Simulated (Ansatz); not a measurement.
Start from MgS in the rock salt structure (space group Fm-3m, No. 225; a = 5.203 Å). Axes: x, y, z lie along the cube axes.

Level of theory: r2SCAN in Ansatz (plane waves to 500 eV, PAW, no SOC).

Strains are applied to the cell and any free atomic positions relax; under biaxial strain the out-of-plane vector relaxes too.

One change was made to it. Results:

```tsv
quantity	base	after
band gap	3.46 eV	3.40 eV
valence-band top at Γ (three highest levels, from the VBM)	0.00, 0.00, 0.00 eV	0.00, 0.00, -0.32 eV
```

### Question
Name the change that was made.
(A) biaxial strain −0.83 %, plane normal [111], relaxed out of plane
(B) biaxial strain −0.42 %, plane normal [111], relaxed out of plane
(C) biaxial strain −2.08 %, plane normal [111], relaxed out of plane

### Answer
C, biaxial strain −2.08 %, plane normal [111], relaxed out of plane. For comparison, the band gap in the other runs: biaxial strain −0.42 %, plane normal [111], relaxed out of plane gives 3.46 eV; biaxial strain −0.83 %, plane normal [111], relaxed out of plane gives 3.45 eV.

No phonon test of stability was made.

Ansatz is an electronic-structure program.
